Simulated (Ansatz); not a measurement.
The starting structures come from a database of crystals and need not be the phases stable at ambient conditions.

Inside the gap of an insulator the Bloch states are evanescent, with a wavenumber k + iκ along the transport direction.

Here is the system:

```
CELL_PARAMETERS angstrom
      4.59629     0.00000     0.00000
      0.00000     4.59629     0.00000
      0.00000     0.00000     6.47580
ATOMIC_POSITIONS crystal
  Al 0.00000 0.00000 0.00000
  In 0.50000 0.50000 0.50000
  Sb 0.00000 0.50000 0.23337
  Sb 0.50000 0.00000 0.76663
```

Space group of this cell: P-4m2. The cell is strained (all lengths scaled by 1.02); by r2SCAN its mean pressure is -2.6 GPa.

Transport runs along the normal of the first two printed cell vectors, the (001) plane of the conventional cell.

No gap correction and no spin-orbit coupling; mid-gap values are interpolated between computed energies.

Question: Give the band gap and the smallest decay constant κ at mid-gap that Ansatz (an electronic-structure program) with r2SCAN yields.

Answer: Gap 0.53 eV on a 8×8×6 mesh; κ = 0.042 1/Å, at the zone centre.
